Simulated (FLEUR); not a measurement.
# A self-consistent single point of Mo (Im-3m, 1 atom in the cell) with FLEUR

Method of the run: LDA (Perdew-Zunger), all-electron FLAPW (FLEUR), scalar-relativistic valence in FLEUR.

The input file:

Input of the input generator:

```
Mo crystal
&input film=f /
-2.9614370531 2.9614370531 2.9614370531
2.9614370531 -2.9614370531 2.9614370531
2.9614370531 2.9614370531 -2.9614370531
1.0
1.0 1.0 1.0

1
42 0.0000000000 0.0000000000 0.0000000000

&comp jspins=1 /
&exco xctyp='pz' /
&kpt div1=9 div2=9 div3=9 /
&end /
```

```xml
<?xml version="1.0" encoding="UTF-8" standalone="no"?>
<fleurInput fleurInputVersion="0.39">
   <comment>
      Mo crystal                                                                                          
   </comment>
   <calculationSetup>
      <cutoffs Kmax="4.3" Gmax="17.2" GmaxXC="17.2" numbands="0"/>
      <scfLoop itmax="80" minDistance="0.00001" maxIterBroyd="40" imix="Anderson" alpha="0.05" precondParam="0.0" spinf="2.0"/>
      <coreElectrons ctail="T" frcor="F" kcrel="0" coretail_lmax="0"/>
      <xcFunctional name="pz" relativisticCorrections="F"/>
      <magnetism jspins="1"/>
      <soc l_soc="F" theta="0.0" phi="0.0" spav="F"/>
      <expertModes spex="0" secvar="F"/>
      <geometryOptimization l_f="T" forcealpha="1.0" forcemix="BFGS" epsdisp="0.00001" epsforce="0.00001"/>
      <ldaU l_linMix="F" mixParam="0.05" spinf="1.0"/>
   </calculationSetup>
   <cell>
      <bzIntegration valenceElectrons="14.0" mode="hist" fermiSmearingEnergy="0.00367493">
         <kPointListSelection listName="default-1"/>
         <!-- k-points included here -->
         <xi:include xmlns:xi="http://www.w3.org/2001/XInclude" href="kpts.xml"> </xi:include>
      </bzIntegration>
      <!-- symmetry operations included here -->
      <xi:include xmlns:xi="http://www.w3.org/2001/XInclude" href="sym.xml"> </xi:include>
      <bulkLattice scale="1.0">
         <bravaisMatrix>
            <row-1>   -2.9614370531000000     2.9614370531000000     2.9614370531000000</row-1>
            <row-2>    2.9614370531000000    -2.9614370531000000     2.9614370531000000</row-2>
            <row-3>    2.9614370531000000     2.9614370531000000    -2.9614370531000000</row-3>
         </bravaisMatrix>
      </bulkLattice>
   </cell>
   <atomSpecies>
      <species name="Molybdenum (Mo)" element="Mo" atomicNumber="42">
         <mtSphere radius="2.34" gridPoints="827" logIncrement="0.015"/>
         <atomicCutoffs lmax="10" lnonsphr="8"/>
         <electronConfig flipSpins="F">
            <coreConfig>(1s1/2) (2s1/2) (2p1/2) (2p3/2) (3s1/2) (3p1/2) (3p3/2) (3d3/2) (3d5/2)</coreConfig>
            <valenceConfig>(4s1/2) (4p1/2) (4p3/2) (5s1/2) (4d3/2) (4d5/2)</valenceConfig>
            <stateOccupation state="(5s1/2)" spinUp="0.5" spinDown="0.5"/>
            <stateOccupation state="(4d3/2)" spinUp="1.0" spinDown="1.0"/>
            <stateOccupation state="(4d5/2)" spinUp="1.5" spinDown="1.5"/>
         </electronConfig>
         <energyParameters s="5" p="5" d="4" f="4"/>
         <lo type="SCLO" l="0" n="4" eDeriv="0"/>
         <lo type="SCLO" l="1" n="4" eDeriv="0"/>
      </species>
   </atomSpecies>
   <atomGroups>
      <atomGroup species="Molybdenum (Mo)">
         <relPos label="                   1">.0000000000 .0000000000 .0000000000</relPos>
         <force calculate="T" relaxXYZ="TTT"/>
      </atomGroup>
   </atomGroups>
   <output dos="F" band="F" slice="F">
      <checks vchk="F" cdinf="F"/>
      <bandDOS minEnergy="-.5*Htr" maxEnergy="0.5*Htr" sigma="0.015" storeEVData="T"/>
      <vacuumDOS vacdos="F" integ="F" star="F" nstars="0" locx1="0.0" locy1="0.0" locx2="0.0" locy2="0.0" nstm="0" tworkf="0.0"/>
      <unfoldingBand unfoldBand="F" supercellX="1" supercellY="1" supercellZ="1"/>
      <plotting iplot="0" polar="F">
         <plot TwoD="T" vec1="  1.0  0.0  0.0" vec2="  0.0  1.0  0.0" vec3="  0.0  0.0  1.0" zero="  0.0  0.0  0.0" file="plot"/>
      </plotting>
      <chargeDensitySlicing numkpt="0" minEigenval="0.0" maxEigenval="0.0" nnne="0" pallst="F"/>
      <specialOutput eonly="F"/>
      <magneticCircularDichroism mcd="F" energyLo="-10.0" energyUp="0.0"/>
   </output>
  <!-- We include the file relax.xml here to enable relaxations (see documentation) -->
  <xi:include xmlns:xi="http://www.w3.org/2001/XInclude" href="relax.xml"> <xi:fallback/> </xi:include>
</fleurInput>
```

Output (repeated stretches shortened):

```
      Welcome to FLEUR        (www.flapw.de)
      MaX-Release 8.1          (www.max-centre.eu)

 ========== k-point set info ==========
 Selected k-point list: default-1
 k-point list type: mesh
 9 x 9 x 9
 Number of k points: 35

 ------------Calculation Setup---------------------------
           1           5           7          35
 Number of basis functions:          152
 Iteration:     1   Distance:      16.87566225 me/bohr^3
 Iteration:     2   Distance:      15.39300383 me/bohr^3
 Iteration:     3   Distance:       5.93633790 me/bohr^3
 Iteration:     4   Distance:       2.45165550 me/bohr^3
 Iteration:     5   Distance:       1.17350616 me/bohr^3
 Iteration:     6   Distance:       0.09249479 me/bohr^3
   [... 2 lines left out ...]
 Iteration:     9   Distance:       0.00626655 me/bohr^3
 Iteration:    10   Distance:       0.00021310 me/bohr^3
 Iteration:    11   Distance:       0.00008492 me/bohr^3
 Iteration:    12   Distance:       0.00001254 me/bohr^3
 Iteration:    13   Distance:       0.00000044 me/bohr^3

 Run finished successfully
 Stop message:
   Structural relaxation: Done

[file out, last iteration]
             iter=     14
          p o t e n t i a l   g e n e r a t o r
[...]
          integral of pseudo charge density inside the slab=        0.000000   0.000000
     coulomb potential in the interstitial region:
          density-coulomb potential integrals
          total density-coulomb potenti    -6428.9991462097
          density-effective potential integrals for spin  1
          total density-effective poten   -6.5876804264E+03
          charge density-energy density integrals
          total charge density-energy d   -1.1970836142E+02
 Updated energy parameters for spin:           1
  Atom    1 5s branch from -1.57 to  2.89 htr. ; e_l =  0.3959
  Atom    1 5p branch from -0.55 to  3.61 htr. ; e_l =  0.5096
  Atom    1 4d branch from -7.39 to  1.03 htr. ; e_l =  0.5229
  Atom    1 4f branch from -9.99 to  2.67 htr. ; e_l =  0.7763
  Atom    1 4s branch from-16.72 to -1.57 htr. ; e_l(l -1.6184
  Atom    1 4p branch from-13.17 to -0.55 htr. ; e_l(l -0.6721
[...]
 fermi energy and band-weighting factors:
at  -0.33333   0.44444   0.44444   k-weight:    0.010974
   12 eigenvalues :
   -1.611655   -0.683980   -0.683980   -0.675202    0.435181    0.435181    0.663254    0.745789
    0.745789    0.986348    0.986348    0.999221
   [... 2 blocks of this kind left out ...]

[...]
FERMIE:
          first approx. to ef    (T=0)  :   0.616880 htr   (energy of the highest occ. eigenvalue)
          number of occ. states  (T=0)  :        246
          first approx. to seigv (T=0)  :  -4.161070 htr
          sum of weights of occ. states :   7.023320
          sum of semicore charge        :   0.000000 e
FERHIS:  Fermi-Energy by histogram:
          bandgap                     :   0.008454 htr
          charge neutrality (T=0)     :   0.046639    (zero if the highest occ. eigenvalue is "entirely" occupied)
     EF_NEWTON:  Adjust Fermi-Energy by Newton-Method.
               Number of iterations needed  :   4
               The error in the weight is   :  0.41633E-15
               The error in ef is           : -0.55048E-16 htr
     -->  new fermi energy            :   0.617805 htr
          valence charge              :  14.000000 e
          actual charge blw ef-8kt    :  13.618656 e
          actual charge blw ef+8kt    :  14.000000 e
          number of occ. states       :       259
          sum of the valence weights  :    7.000000
          entropy         :   0.181817 *kb htr/K =   0.00000 htr/K
          sum of val. single particle energies:        -4.1895533529 htr
 Direct bandgap for spin            1 :    2.0264825720078039E-002  Htr
 at k-point           30  with k-vector  -0.11111111111111110       0.11111111111111110       0.22222222222222221
          valence density: spin= 1
[...]
     l-like charge
     atom     s        p        d        f        total
 -->  1    2.25204  6.11802  3.37107  0.03597   11.78349
          total charge for spin  1=   14.000000
          interst. charge =       2.216513
          mt charge=             11.783487
          total charge  =   14.000000
          z= 42.     r(1)=  0.973436E-05     dx= 0.015000     m.t.index= 827
               n    l     j    energy       weight
               1.   0.   0.5 -726.3650      2.0000
               2.   0.   0.5 -101.9619      2.0000
               2.   1.   0.5  -93.8063      2.0000
   [... 6 lines left out ...]
          atom type    1  (spin 1)
          kinetic energy=  0.409539377429E+04     sum of the eigenvalues= -0.239026627283E+04
          0.00000250  electrons lost from core.
          total charge for spin  1=   42.000000
          interst. charge =       2.216515
          mt charge=             39.783485
          total charge  =   42.000000
          zc=    42.000000     qfix=    1.000000
     t o t a l  e n e r g y
          sum of eigenvalues =             -2394.4558261820
          density-coulomb potential int    -6428.9991462097
          density-effective potential i    -6587.6804264083
          charge density-ex.-corr.energ     -119.7083614170
          el.-nucl. inter. diff. m.t.       4874.2014026721
          Madelung term for atom type:       -30.2499495128
 ---->    total energy=                    -4045.4346864804 htr
 ---->    (input%tkb*entropy) TS=              0.0006681643 htr
 ---->    free energy=                     -4045.4353546447 htr
      extrapolation for T->0
 ---->    total electron energy=           -4045.4350205626 htr
 ***** TOTAL FORCES ON ATOMS *****
 TOTAL FORCE FOR ATOM TYPE=  1  X=  0.000   Y=  0.000   Z=  0.000
                       FX_TOT= 0.000000 FY_TOT= 0.000000 FZ_TOT= 0.000000
 Structural relaxation: Done
```

The run converged in 13 iterations. FLEUR gives forces in its relaxation mode, with a further iteration, so its stop message speaks of a relaxation.

The starting cell has typed, rounded lattice constants, without a prior relaxation at this level. Its lattice was rescaled by up to half a per cent. Spin polarisation is off. Values depend on the basis (sphere radii, cutoffs, local orbitals), which need not be converged. The log's line on a gap gives a spacing of levels on this mesh, which the program prints for metals too.
